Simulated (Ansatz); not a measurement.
Take InP in the zinc blende structure (space group F-43m, No. 216; a = 5.9598 Å) as the base.

All numbers come from Ansatz (a quantum-chemistry and plane-wave program) PBE, no spin-orbit coupling, earlier PAW set.

Before the change:

```
Property                                  Result
-------------------  ---------------------------
Band gap                                 0.44 eV
Lattice parameter a                      5.960 Å
Hole mass            0.037, 0.46, 0.46 mₑ (at Γ)
```

It is then changed as follows: a hydrostatic pressure of 7.5 GPa.

Task: Predict the new band gap.

Result: The band gap increases by 0.54 eV to 0.98 eV.

Task: Estimate the effect on the lattice parameter a.

Result: The lattice parameter a drops by 0.195 Å to 5.765 Å.

Task: How does this affect the hole mass?

Result: The hole mass (degenerate bands, along [100]) becomes 0.074, 0.41, 0.41 mₑ (at Γ) (base: 0.037, 0.46, 0.46 mₑ (at Γ)).

Load acts through the strain it causes; cell and atoms are relaxed under it. Masses are band curvatures over ±0.01 Å⁻¹ around the edge. Whether these cells are dynamically stable was not tested. Tetrahedral semiconductors of this kind turn to denser phases somewhere between about 1 and 50 GPa; those were not computed, so compressed cells here can lie past the real transition.
